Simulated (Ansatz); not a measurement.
Take MoSi$_{2}$ (space group I4/mmm, No. 139; a = 3.2168 Å, c = 7.8746 Å; relaxed with 0.1 eV smearing) as the base. Axes: x, y, z lie along a, b, c of the conventional cell.

Method: DFT with PBE, PAW potentials and a 420 eV plane-wave cutoff in Ansatz (a quantum-chemistry and plane-wave program), without spin-orbit coupling.

It is then changed as follows: uniaxial strain ε_zz = −1.50 %, all other strain components held at zero; the atoms relax in the strained cell.

Task: What happens to the stress and energy relative to the base?

Result: The stress (xx, yy, zz, yz, xz, xy; compression positive) amounts to (1.4, 1.4, 7.8, 0.0, 0.0, 0.0) GPa; the energy increases by 4.9 meV/atom.

Stability against distortions was not tested. All final runs are without spin polarisation.
